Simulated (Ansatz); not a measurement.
# How far PBE and r2SCAN part for InP, isotropic strain +0.67 %

Take InP in the zinc blende structure (space group F-43m, No. 216; a = 5.960 Å) as the base.

(Cell as relaxed with PBE.)

Levels (all Ansatz, a program for electronic structure, PAW): PBE (420 eV, without spin-orbit coupling); r2SCAN (500 eV, no spin-orbit coupling).

Each level relaxes its own structure.

```tsv
base	PBE	r2SCAN
volume per atom	26.46 Å³	25.76 Å³
lattice parameter a	5.960 Å	5.907 Å
band gap	0.44 eV	1.03 eV
```

One thing is altered: the cell is scaled by 1.0067 in all directions, atoms relaxed at fixed cell.

| quantity | PBE | r2SCAN |
|---|---|---|
| mean gap deformation potential ΔEg/Δln V | -5.5 eV | -5.8 eV |
| valley order (the lowest conduction-band minima on the path, energy above the VBM, named in the base's zone) | Γ 0.33 eV; L along ⟨111⟩ 1.33 eV; X along ⟨100⟩ 1.88 eV | Γ 0.91 eV; L along ⟨111⟩ 1.74 eV; X along ⟨100⟩ 2.07 eV |
| hole mass (degenerate bands, along [100]) | 0.029, 0.48, 0.48 mₑ (at Γ) | 0.066, 0.45, 0.45 mₑ (at Γ) |

PBE's mean gap deformation potential ΔEg/Δln V lies 0.39 eV above r2SCAN's; both order the valleys alike. Neither level is exact; r2SCAN is the comparison here, not a measurement.

Effective masses come from finite differences of ±0.01 Å⁻¹. No phonon test of stability was made.
